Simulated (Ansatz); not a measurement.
Reference: BeS (F-43m), PBEsol with spin-orbit coupling, rigid bands (plane waves, PAW; Ansatz, a quantum-chemistry and plane-wave program); axes and stresses refer to this cell.

```
BeS
1.0
    0.00000     2.41892     2.41892
    2.41892     0.00000     2.41892
    2.41892     2.41892     0.00000
Be S
1 1
Cartesian
  0.00000   0.00000   0.00000
  3.62838   3.62838   3.62838
```

- Seebeck coefficient, p-type 1e19 cm⁻³ = 368 μV/K
- electron conductivity mass = 0.37 mₑ
- Seebeck coefficient, n-type 1e19 cm⁻³ = -275 μV/K

```
Change                                                        Seebeck coefficient, p-type 1e19 cm⁻³  electron conductivity mass  Seebeck coefficient, n-type 1e19 cm⁻³
------------------------------------------------------------  -------------------------------------  --------------------------  -------------------------------------
biaxial stress xx = yy = 1 GPa (compression positive)                                             ?                     0.37 mₑ                                      ?
uniaxial stress along [110] of 2 GPa (compression positive)                                320 μV/K                     0.37 mₑ                              -252 μV/K
uniaxial stress along [111] of -2 GPa (compression positive)                                      ?                     0.37 mₑ                              -276 μV/K
```

Task: Fill in the missing entries.

Result: 
- biaxial stress xx = yy = 1 GPa (compression positive), Seebeck coefficient, p-type 1e19 cm⁻³: 357 μV/K
- biaxial stress xx = yy = 1 GPa (compression positive), Seebeck coefficient, n-type 1e19 cm⁻³: -251 μV/K
- uniaxial stress along [111] of -2 GPa (compression positive), Seebeck coefficient, p-type 1e19 cm⁻³: 347 μV/K

Masses are for dilute carriers at 300 K, harmonic means over directions unless an axis is named. Seebeck coefficients are for the stated density at 300 K, with one relaxation time for all states and whether or not that doping can be reached. Stresses and pressures are the targets of the relaxation.  The structure type is held under load, also where the real crystal would transform.
